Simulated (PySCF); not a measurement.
PySCF 2.14.0, B3LYP/def2-svp, df: C[SiH](C)[SiH](F)F, 14 atoms. The geometry is a generated start, not checked to be a minimum at this level.

| Quantity | Value |
|---|---|
| task | energy |
| method | b3lyp |
| basis | def2-svp |
| two-electron scheme | density fitting |
| mol.max_memory | 3000 MB |
| mf.max_cycle | 100 |
| mf.init_guess | minao (default) |
| mf.DIIS | CDIIS (default) |
| mf.diis_space | 8 (default) |
| mf.conv_tol | 1e-09 (default) |
| mf.grids.level | 3 (default) |
| basis functions | 132 |
| grid points | 173584 |

```xyz
14

Si     1.8564    -0.7507    -0.3379
F      3.0174    -0.3478     0.6966
F      1.9920    -2.3520    -0.3113
Si    -0.1990    -0.1330     0.5008
C     -1.5880    -0.8011    -0.6174
C     -0.3327     1.7654     0.5793
H      2.4160    -0.3849    -1.6264
H     -0.4283    -0.6553     1.8652
H     -2.5650    -0.5018    -0.2481
H     -1.5027    -0.4349    -1.6363
H     -1.5756    -1.8872    -0.6588
H      0.4237     2.1914     1.2319
H     -0.2127     2.2215    -0.3996
H     -1.3016     2.0704     0.9621
```

One run each on 2 threads, 1 BLAS thread. Values of level_shift (Hartree) tried: 0 (default), 0.1, 0.3, 1.

Problem. Which value of level_shift (Hartree) needs the fewest Fock builds, and what happens away from it?

Solution. Fewest Fock builds, within one of each other: 0 (default) with 11, 0.1 with 11. The count rises to 29 at 1. All converge to one solution.

```csv
level_shift (Hartree),Fock builds,end
0 (default),11,same solution
0.1,11,same solution
0.3,14,same solution
1,29,same solution
```
